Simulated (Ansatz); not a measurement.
## Be, response to strain

The parent structure is Be in the hcp (Mg type) structure (space group P6_3/mmc, No. 194; a = 2.263 Å, c = 3.566 Å; relaxed with 0.1 eV smearing).

Strains are applied to the cell and any free atomic positions relax.

Level of theory: DFT with PBE, PAW potentials and a 420 eV plane-wave cutoff in Ansatz (a program for electronic structure), scalar-relativistic without spin-orbit coupling.

Notes on the quantities. pressure: mean of the normal stresses, compression positive; energy relative to the base: free energy F.

```csv
variant,pressure,shortest interatomic distance,energy relative to the base
base,0.0 GPa,2.211 Å,0 meV/atom
isotropic strain −3.00 %,13.1 GPa,2.144 Å,…
isotropic strain −2.50 %,10.6 GPa,2.155 Å,+18 meV/atom
isotropic strain −2.00 %,…,2.166 Å,+11 meV/atom
isotropic strain +0.50 %,-1.8 GPa,2.222 Å,+0.7 meV/atom
isotropic strain +1.00 %,-3.5 GPa,2.233 Å,+2.7 meV/atom
isotropic strain +1.50 %,-5.1 GPa,2.244 Å,+6.0 meV/atom
isotropic strain +2.00 %,-6.6 GPa,2.255 Å,…
isotropic strain +2.50 %,-8.1 GPa,2.266 Å,…
isotropic strain +3.00 %,-9.4 GPa,2.277 Å,+23 meV/atom
```

Fill in the withheld entries from the trend.


- isotropic strain −3.00 %, energy relative to the base: +26 meV/atom
- isotropic strain −2.00 %, pressure: 8.3 GPa
- isotropic strain +2.00 %, energy relative to the base: +10 meV/atom
- isotropic strain +2.50 %, energy relative to the base: +16 meV/atom

No phonon test of stability was made.
